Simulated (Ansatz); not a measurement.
**PBE against PBEsol: hypothetical Pm-3n GaN, pressure 3 GPa**

Consider GaN (space group Pm-3n, No. 223; a = 5.571 Å; a hypothetical phase, not in the database extracts checked).

(Cell as relaxed with PBE.)

Levels (all Ansatz, an electronic-structure program, PAW): PBE (420 eV, without spin-orbit coupling); PBEsol (420 eV, no SOC).

Each level relaxes its own structure.

```
base                      PBE    PBEsol
-------------------  --------  --------
volume per atom      14.41 Å³  13.96 Å³
lattice parameter a  557.1 pm  551.3 pm
band gap              1.50 eV   1.56 eV
```

Perturbation: a hydrostatic pressure of 3 GPa.

```tsv
quantity	PBE	PBEsol
band gap	1.58 eV	1.63 eV
shortest interatomic distance	195.6 pm	193.7 pm
electron mass	0.20 mₑ (at Γ)	0.21 mₑ (at Γ)
```

PBE's band gap lies 0.05 eV below PBEsol's; PBE's shortest interatomic distance lies 1.9 pm above PBEsol's (1.0 %). Neither level is exact; PBEsol is the comparison here, not a measurement.

Load acts through the strain it causes; cell and atoms are relaxed under it. Effective masses come from finite differences of ±0.01 Å⁻¹. No phonon test of stability was made.
